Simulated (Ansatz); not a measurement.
# Cu: energy against strain

Cu (fcc, Fm-3m, 11.440 Å³/atom at rest) under an equal strain ε in the (111) plane with the normal axis free, as in a coherent film. r2SCAN in Ansatz, a plane-wave DFT program (PAW, default set), 500 eV, 32×32×32 Γ-centred mesh, Fermi-Dirac smearing 0.10 eV; ions are relaxed within the symmetry of each cell.

Here s stands for strain and y for E less E0.

| strain (%) | E less E0 (meV/atom) |
|---|---|
| -2.50 | ? |
| -1.25 | 3.71 |
| -0.83 | 1.60 |
| -0.42 | 0.39 |
| 0.00 | 0.00 |
| 0.42 | 0.42 |
| 0.83 | 1.56 |
| 1.25 | 3.44 |

Question: Using a parabola, estimate the missing y at s = -2.50 from the other rows, showing the fit.

Answer: Least squares gives y = 0.002 - 0.0737·s + 2.2874·s². Residuals (row less fit): 0.042, -0.039, -0.046, -0.002, 0.045, 0.043, -0.044; standard error 0.053 (degrees of freedom: 4). Twice the quadratic coefficient over the volume, 2 × 2.2874 meV × 10⁴ × 0.1602 / 11.440 Å³, is twice the biaxial elastic modulus of this plane = 641 ± 9 GPa. At the withheld row, y = 0.002 - 0.0737 × (-2.50) + 2.2874 × (-2.50)² = 14.482 meV/atom. The calculation gives 15.77 meV/atom, 1.288 meV/atom above the prediction (8.2 % of the range of y in the table). The row lies outside the fitted rows, so this is an extrapolation. From the scatter of the fitted rows alone, a prediction at this place has a standard error of 0.204 meV/atom, so the miss is 6.3 times that.

One order more, fitted to all 13 runs of the series, follows each within 0.01, so the miss is the next term of a smooth law. In a metal these values are sensitive to mesh and smearing; energies are taken to zero smearing, stresses follow the free energy. Rows are the converged runs of the series near zero and its far end; series whose fitted rows scatter by over a few per cent of the range, as at a crossing or softening among them, aren't shown in this form. Most that stay on the fit to the last digits aren't either.
